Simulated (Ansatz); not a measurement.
In a free triangular strip chain of Cs atoms, spin-degenerate bands cross the Fermi level 2 times between Γ and the zone edge.

The numbers are results of PBE (plane waves to 420 eV, PAW; Ansatz, a quantum-chemistry and plane-wave program), not measurements. Mesh 1×1×58. No spin polarisation, so a magnetic state wasn't tested. Periodic along z alone, with about 11 Å of vacuum beside it. A hypothetical model. Only distortions within the start's symmetry and period were free. Pairing along the axis, which can open a gap, is among the distortions not tried.

Q: What are the conductance and the two-terminal resistance of a perfect, endless piece?

A: Each crossing on the half of the zone with k > 0 has a partner at −k, so it gives one mode in each direction. Counting spin there are 4 modes, each carrying e²/h = 38.74 μS. G = 4 × 38.74 = 155.0 μS and R = 1/G = 6.45 kΩ, whatever the length. Scattering by phonons, roughness and contacts can only raise R.
